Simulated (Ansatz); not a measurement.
The parent structure is InSb in the zinc blende structure (space group F-43m, No. 216).

```xyz
2
Lattice="0.0000 3.2248 3.2248 3.2248 0.0000 3.2248 3.2248 3.2248 0.0000" Properties=species:S:1:pos:R:3 pbc="T T T"
In     0.0000     0.0000     0.0000
Sb     1.6124     1.6124     1.6124
```

Cartesian axes are those of the cell as printed.

All numbers come from plane-wave PAW DFT at the LDA level (Ansatz, a first-principles code, 420 eV), spin-orbit coupling left out.

The change: the cell is scaled by 1.0300 in all directions, atoms relaxed at fixed cell.

### Question
Predict the stress tensor and what it implies for the stiffness.

### Answer
Stress of the strained cell less that of the base (GPa, compression positive):
```
   -3.3     0.0     0.0
    0.0    -3.3     0.0
    0.0     0.0    -3.3
```

Then B = −ΔP/(ΔV/V₀) with ΔV/V₀ = 0.0927 gives secant stiffness values (nonlinear terms included at this strain): B ≈ 36 GPa.

As a check, the harmonic strain energy −½ V₀ Δσ:ε is 31 meV/atom; the computed energy rise is 35 meV/atom.

Stability against distortions was not tested. All final runs are without spin polarisation.
